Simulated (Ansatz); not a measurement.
## A computed series for Pt: response to strain

Base system: Pt in the fcc (Cu type) structure (space group Fm-3m, No. 225; relaxed with 0.1 eV smearing).

```
CELL_PARAMETERS angstrom
      0.00000     1.94769     1.94769
      1.94769     0.00000     1.94769
      1.94769     1.94769     0.00000
ATOMIC_POSITIONS crystal
  Pt 0.00000 0.00000 0.00000
```

Strains are applied to the cell and any free atomic positions relax.

The values are results of plane-wave PAW DFT at the LDA level (Ansatz, a first-principles code, 420 eV), scalar-relativistic without spin-orbit coupling, not measurements.

Notes on the quantities. energy relative to the base: free energy F.

```tsv
variant	energy relative to the base	pressure	volume per atom
base	0 meV/atom	0.0 GPa	14.78 Å³
isotropic strain −2.50 %	+88 meV/atom	?	13.70 Å³
isotropic strain −2.00 %	+55 meV/atom	21.7 GPa	13.91 Å³
isotropic strain −1.50 %	+30 meV/atom	15.6 GPa	14.12 Å³
isotropic strain −1.00 %	+13 meV/atom	10.0 GPa	14.34 Å³
isotropic strain −0.50 %	+3.2 meV/atom	?	14.56 Å³
isotropic strain +0.50 %	+3.1 meV/atom	-4.4 GPa	15.00 Å³
isotropic strain +2.00 %	+47 meV/atom	?	15.68 Å³
isotropic strain +2.50 %	+71 meV/atom	?	15.91 Å³
isotropic strain +3.00 %	+100 meV/atom	-21.3 GPa	16.15 Å³
```

Problem. What belongs in the blanks?

Solution. 
- isotropic strain −2.50 %, pressure: 28.4 GPa
- isotropic strain −0.50 %, pressure: 4.8 GPa
- isotropic strain +2.00 %, pressure: -15.5 GPa
- isotropic strain +2.50 %, pressure: -18.5 GPa

Whether these cells are dynamically stable was not tested. The final runs are not spin-polarised. Pt lies near a magnetic instability that expansion can trigger; it was not tested.
